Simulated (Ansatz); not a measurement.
**Se (space group P3_121, No. 152; made of chains)**

```yaml
crystal:
  lattice:
    - [4.53455, 0.00000, 0.00000]
    - [-2.26727, 3.92703, 0.00000]
    - [0.00000, 0.00000, 5.04146]
  atoms:
    - { symbol: Se, position: [0.21814, 0.00000, 0.83333] }
    - { symbol: Se, position: [0.00000, 0.21814, 0.16667] }
    - { symbol: Se, position: [0.78186, 0.78186, 0.50000] }
```

Computed with Ansatz (an electronic-structure program) PBE, no spin-orbit coupling. Γ-centred 8×8×7 mesh, Fermi–Dirac width 0.05 eV.

```yaml
volume_per_atom: 29.92 Å³
density: 4.38 g/cm³
band_gap: 1.04 eV, indirect, L → H
electron_mass: 0.16 mₑ along c, 0.37 mₑ across
total_energy: -5469.079 eV/atom (σ→0; compares only within this code and set-up)
```

Masses are band curvatures over ±0.01 Å⁻¹ around the edge. Stability against distortions was not tested. No dispersion term is included, though the crystal is made of layers, chains or molecules, so its spacings can come out too wide.
